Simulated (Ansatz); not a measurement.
## Zr(N,C) alloys, rock salt start, 16-atom cells

Cells and atoms relaxed. Order is of the mixed sites (0 random, negative unlike neighbours favoured); cells of high symmetry are ordered arrangements. Enthalpies are against end members in the rock salt type.

The numbers are results of PBE (plane waves to 420 eV, PAW; Ansatz, an electronic-structure program), not measurements. Spin–orbit coupling is left out.

| site fractions | space group | order in the first shell | volume (Å³/atom) | mixing enthalpy (meV a site of the first mixed sublattice) |
|---|---|---|---|---|
| (1) N 0.250, C 0.750 | Cmmm | -0.11 | 12.83 | -80 |
| (2) N 0.500, C 0.500 | Imma | -0.17 | 12.60 | -93 |
| (3) N 0.500, C 0.500 | Fd-3m | 0.00 | 12.61 | -92 |
| (4) N 0.500, C 0.500 | P4/mmm | -0.33 | 12.58 | -95 |
| (5) N 0.500, C 0.500 | Imma | -0.17 | 12.60 | -93 |
| (6) N 0.750, C 0.250 | Cmmm | -0.11 | 12.36 | -79 |
| (7) N 0.875, C 0.125 | Fm-3m | -0.14 | 12.25 | [?] |

Problem. Complete the blanks.

Solution. 
- (7) N 0.875, C 0.125, mixing enthalpy (meV a site of the first mixed sublattice): -45
